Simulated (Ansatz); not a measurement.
Structures of equal composition on the (111) surface of germanium (Ge plane on top): 2x2 Ge adatom at H3; 2x2 Ge adatom at T1; 2x2 Ge adatom at T4. The slabs share one bottom face, and each structure is named by its start. These are constructed structures in small cells; real faces may alloy, dewet or reconstruct in larger ones, and not all known structures of the face are among them. Slabs of about 13 Å, Fermi-Dirac smearing of 0.025 eV. Bottom of the slabs: H caps. Relaxed from the named starts with such symmetry as they have, on meshes of like density; energies extrapolated to zero smearing; spin only where a row says so; no spin-orbit coupling, no U. Brackets mark spin-polarised runs, whose order is one that fits the cell. Where a second, spin-polarised start was run, the lower counts.

All values below come from PBE (plane waves to 420 eV, PAW; Ansatz, a quantum-chemistry and plane-wave program).

Problem. Rank these by energy per 1x1 cell (lowest first), as PBE gives it.

Solution. 2x2 Ge adatom at T4 (0.000 eV, no gap on the mesh), 2x2 Ge adatom at H3 (0.061 eV, a narrow gap of 0.14 eV by band count), 2x2 Ge adatom at T1 (0.515 eV [spin start, no net moment], no gap on the mesh)
